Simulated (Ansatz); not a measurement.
The parent structure is TiO$_{2}$ in the anatase structure (space group I4_1/amd, No. 141; a = 3.778 Å, c = 9.584 Å).

Structures relaxed with Ansatz (an electronic-structure program) r2SCAN, no spin-orbit coupling.

Base:

Simulated powder pattern, Cu Kα1, λ = 1.54056 Å (kinematic, ideal powder, no thermal factors, no anomalous dispersion; the 14 strongest lines at most, above 2 %, up to 2θ = 90°):

```json
[
 {"2θ (°)": "25.32", "I/Imax (%)": "100", "hkl": "(101)"},
 {"2θ (°)": "36.81", "I/Imax (%)": "6.1", "hkl": "(103)"},
 {"2θ (°)": "37.51", "I/Imax (%)": "21", "hkl": "(004)"},
 {"2θ (°)": "38.55", "I/Imax (%)": "7.1", "hkl": "(112)"},
 {"2θ (°)": "48.13", "I/Imax (%)": "29", "hkl": "(200)"},
 {"2θ (°)": "53.57", "I/Imax (%)": "20", "hkl": "(105)"},
 {"2θ (°)": "55.16", "I/Imax (%)": "19", "hkl": "(211)"},
 {"2θ (°)": "62.10", "I/Imax (%)": "3.0", "hkl": "(213)"},
 {"2θ (°)": "62.57", "I/Imax (%)": "15", "hkl": "(204)"},
 {"2θ (°)": "68.37", "I/Imax (%)": "6.9", "hkl": "(116)"},
 {"2θ (°)": "70.44", "I/Imax (%)": "7.4", "hkl": "(220)"},
 {"2θ (°)": "74.85", "I/Imax (%)": "12", "hkl": "(215)"},
 {"2θ (°)": "76.19", "I/Imax (%)": "3.1", "hkl": "(301)"},
 {"2θ (°)": "82.64", "I/Imax (%)": "5.9", "hkl": "(224)"}
]
```

After one change:

Simulated powder pattern, Cu Kα1, λ = 1.54056 Å (kinematic, ideal powder, no thermal factors, no anomalous dispersion; the 14 strongest lines at most, above 2 %, up to 2θ = 90°):

```csv
2θ (°),I/Imax (%)
26.39,100
40.83,5.7
40.85,13
43.83,24
49.26,36
56.74,19
61.46,12
65.85,6.1
68.04,20
72.22,9.0
78.40,3.3
82.50,8.7
86.45,3.5
88.47,9.0
```

### Question
Name the change that was made.
(A) pressure 45 GPa
(B) pressure 4.2 GPa
(C) pressure 9 GPa
(D) pressure −1 GPa

### Answer
A, pressure 45 GPa. Its volume per atom is 9.40 Å³ against 11.40 Å³, and its space group is I4_1/amd (No. 141).

Load acts through the strain it causes; cell and atoms are relaxed under it. No phonon test of stability was made. No other phases were tried under pressure. All final runs are without spin polarisation.
